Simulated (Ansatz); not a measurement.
BaTiO3, point defects

The reference is a 10-atom supercell of BaTiO3 (space group P4mm, No. 99) at its relaxed geometry.

```
BaTiO3
1.0
    3.97275    -3.97275     0.00000
    0.00000     3.97275    -4.11229
    0.00000     3.97275     4.11229
Ti Ba O
2 2 6
Cartesian
  1.98638   1.98638   1.85989
  1.98638   1.98638  -2.25240
  0.00000   3.97275  -0.27061
  0.00000   3.97275   3.84168
  1.98638   1.98638   3.68161
  1.98638   1.98638  -0.43069
  1.98638   0.00000   1.69480
  1.98638   3.97275   1.69480
  0.00000   1.98638   1.69480
  0.00000   5.95913   1.69480
```

One neutral defect a cell, atoms relaxed at fixed cell.

Level of theory: r2SCAN/PAW in Ansatz (a program for electronic structure), no SOC, earlier PAW set.

```json
[
 {"variant": "perfect supercell", "energy gained by relaxation": "–", "largest displacement of a host atom from its site in the perfect cell": "–", "pressure": "0.0 GPa"},
 {"variant": "Cd on a Ti site", "energy gained by relaxation": "–", "largest displacement of a host atom from its site in the perfect cell": "0.27 Å", "pressure": "11.7 GPa"},
 {"variant": "In on a Ti site, symmetric start", "energy gained by relaxation": "1.47 eV", "largest displacement of a host atom from its site in the perfect cell": "0.25 Å", "pressure": "12.8 GPa"},
 {"variant": "O on a Ti site (antisite), symmetric start", "energy gained by relaxation": "2.58 eV", "largest displacement of a host atom from its site in the perfect cell": "0.32 Å", "pressure": "12.5 GPa"},
 {"variant": "C on a O site, symmetric start", "energy gained by relaxation": "0.56 eV", "largest displacement of a host atom from its site in the perfect cell": "0.24 Å", "pressure": "4.9 GPa"}
]
```

Other magnetic orders, which the real material may have, were not ruled out. The cell is small, so the values are those of an ordered compound at a high defect concentration; dilute-limit values will differ. The mesh was chosen for an insulator and is coarse for the gapless case. Defects with a symmetric start kept the site's symmetry and may sit on a saddle; the others started slightly shaken. Seeded moments were not kept for Cd on a Ti site and O on a Ti site (antisite). No Hubbard U is applied, and correlation can decide whether such a compound is a metal. Spin-polarised in the final run: Cd on a Ti site, In on a Ti site, O on a Ti site (antisite) and C on a O site; the other runs are not.
